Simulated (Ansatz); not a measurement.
Rock-salt TaN (model structure)

Level of theory: r²SCAN in Ansatz (plane waves, PAW).

Settings: plane-wave cutoff 500 eV, 16×16×16 k mesh, Fermi–Dirac smearing 0.05 eV, scalar-relativistic PAW data made under PBE.

Cell (relaxed at this level):

```yaml
crystal:
  lattice:
    - [0.00000, 2.19830, 2.19830]
    - [2.19830, 0.00000, 2.19830]
    - [2.19830, 2.19830, 0.00000]
  atoms:
    - { symbol: Ta, position: [0.00000, 0.00000, 0.00000] }
    - { symbol: N, position: [0.50000, 0.50000, 0.50000] }
```

| Quantity | Result |
|---|---|
| band gap | none |

Note: the relaxation could raise the start's symmetry but not lower it, so the cell can be a saddle point.

Spin–orbit coupling is not included.

Static lattice: no zero-point or thermal effects.

It cost roughly 25 core-seconds of CPU time.

A model structure was made by putting elements into a prototype or built by hand; it is no filed structure, need not be a known phase, and can be a saddle point held by its symmetry.

Ansatz is a quantum-chemistry and plane-wave program.
